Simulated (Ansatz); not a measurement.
Consider BP in the zinc blende structure (space group F-43m, No. 216; a = 4.491 Å). Axes: x, y, z lie along the cube axes.

Perturbation: the cell is compressed by 1.00 % along z with no lateral relaxation; the atoms relax in the strained cell.

Method: LDA in Ansatz (plane waves to 420 eV, PAW, without spin-orbit coupling).

**Question.** Give the band edges at the high-symmetry points of the new zone, measured from its valence-band maximum.

**Answer.** 
| point | valence edge (eV) | conduction edge (eV) |
|---|---|---|
| Γ | 0.00 | 3.34 |
| X | -4.27 | 1.20 |
| P | -5.81 | 5.26 |
| N | -1.80 | 3.93 |
| M | -4.39 | 1.08 |
| S | -3.78 | 1.87 |
| S₀ | -3.78 | 1.87 |
| R | -5.79 | 5.09 |
| G | -5.79 | 5.09 |

The gap is 0.98 eV, indirect, Γ → Γ–M (84 % along).

Whether these cells are dynamically stable was not tested. Labels are those of the standard path for the cell's own space group.

Ansatz is a program for electronic structure.
